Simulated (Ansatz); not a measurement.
We consider CaB6-type YB₆, described by PBEsol-D3(BJ) (Ansatz, an electronic-structure program, plane waves, PAW).

Run with plane-wave cutoff 520 eV, 14×14×14 k mesh, Fermi–Dirac smearing 0.05 eV, scalar-relativistic PAW data made under PBE.

Cell (relaxed at this level):

Space group Pm-3m (No. 221); a = b = c = 4.049 Å, α = β = γ = 90.00°

```json
[
 {"atom": "Y", "site": "1a", "symmetry": "m-3m", "x": "0.0000", "y": "0.0000", "z": "0.0000"},
 {"atom": "B", "site": "6f", "symmetry": "4m.m", "x": "0.1986", "y": "0.5000", "z": "0.5000"}
]
```

Q: Predict the bulk modulus and pressure derivative B′ of the bulk modulus.

A: 
bulk modulus: 183 GPa
pressure derivative B′ of the bulk modulus: 3.6

The run finds no gap.

Note: the relaxation could not lower the start's symmetry, so the cell can be a saddle point above a distorted one.

Computed values are for the static lattice.
